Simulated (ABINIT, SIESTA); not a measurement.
An ABINIT input for a self-consistent single point of Zr3S2 (R32, 5 atoms in the cell) (DFT, LDA (PW92), plane waves, norm-conserving pseudopotentials (PseudoDojo nc-sr-04 LDA standard)):

```
# Zr3S2, PseudoDojo nc-sr-04 LDA standard
pp_dirpath "./"
pseudos "Zr.upf, S.upf"
acell 9.1407960439 9.1407960439 9.1407960439
rprim
         0.6000577822    0.3464434810    0.7210461653
        -0.6000577822    0.3464434810    0.7210461653
         0.0000000000   -0.6928870852    0.7210461061
natom 5
ntypat 2
znucl 40 16
typat 1 1 1 2 2
xcart
        -1.9662967463   -0.0000002977    5.2316595000
         0.9831483731   -1.7028632314    5.2316594031
         0.9831483731    1.7028626360    5.2316595969
         0.0000000000   -0.0000001994    3.5048979654
         0.0000000000   -0.0000003960    6.9584210346
      Angstrom
ecut 35 Ha
occopt 3
tsmear 0.00367493
nband 31
kptopt 1
ngkpt 7 7 7
nshiftk 1
shiftk 0 0 0
nstep 60
tolvrs 1.0e-10
prtwf 0
prtden 0
prtvol 1
enunit 2
```

Give the SIESTA input for the same structure, mesh, smearing and functional.

One input that does it (others would too):

```
# files in the folder: Zr.psml S.psml (PseudoDojo LDA standard)
SystemName  Zr3S2
SystemLabel Zr3S2

NumberOfAtoms                5
NumberOfSpecies              2
%block ChemicalSpeciesLabel
  1 40 Zr
  2 16 S
%endblock ChemicalSpeciesLabel
LatticeConstant              4.837101 Ang
%block LatticeVectors
     0.600057762    0.346443459    0.721046139
    -0.600057762    0.346443459    0.721046139
     0.000000000   -0.692887124    0.721046139
%endblock LatticeVectors
AtomicCoordinatesFormat      Ang
%block AtomicCoordinatesAndAtomicSpecies
    -1.966296698   -0.000000500    5.231659500  1
     0.983148349   -1.702863476    5.231659500  1
     0.983148349    1.702862476    5.231659500  1
    -0.000000000   -0.000000335    3.504897965  2
    -0.000000000   -0.000000665    6.958421035  2
%endblock AtomicCoordinatesAndAtomicSpecies

XC.functional                LDA
XC.authors                   PW92
PAO.BasisSize                DZP
PAO.EnergyShift              0.005 Ry
MeshCutoff                   400 Ry
%block kgrid.MonkhorstPack
    7   0   0  0.0
    0   7   0  0.0
    0   0   7  0.0
%endblock kgrid.MonkhorstPack
OccupationFunction           FD
ElectronicTemperature        0.1 eV

MaxSCFIterations             150
SCF.Mixer.Method             Broyden
SCF.Mixer.Weight             0.1
SCF.Mixer.History            8
SCF.DM.Tolerance             1.0E-04
Diag.ParallelOverK           true
WriteForces                  true
Charge.Mulliken              end
```

Basis settings and potentials, where a program has them, do not carry over. This input uses DFT, LDA PW92, numerical atomic orbitals DZP, PseudoDojo LDA standard norm-conserving potentials (rewritten from UPF to PSML). LDA parametrisations can differ slightly between programs.

The starting cell comes from a database of computed structures (which also holds hypothetical and non-ambient phases and stackings), without a prior relaxation at this level.
